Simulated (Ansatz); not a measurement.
The parent structure is AgCl in the rock salt structure (space group Fm-3m, No. 225; a = 5.4475 Å). Axes: x, y, z lie along the cube axes.

Level of theory: PBEsol, PAW, 420 eV (Ansatz, a quantum-chemistry and plane-wave program; scalar-relativistic without spin-orbit coupling).

Base values:

```
Item                    Value
-------------------  --------
Volume per atom      20.21 Å³
Smallest direct gap   3.03 eV
```

Now apply this change: tensile biaxial strain of 2.00 % in the plane normal to [001], as in epitaxy on a mismatched substrate; the out-of-plane cell vector and the atoms relax.

Q: Predict the new volume per atom.

A: The volume per atom grows by 0.347 Å³ (20.21 Å³ → 20.55 Å³).

Q: Estimate the effect on the smallest direct gap.

A: The smallest direct gap shrinks by 0.06 eV (3.03 eV → 2.97 eV).

Whether these cells are dynamically stable was not tested.
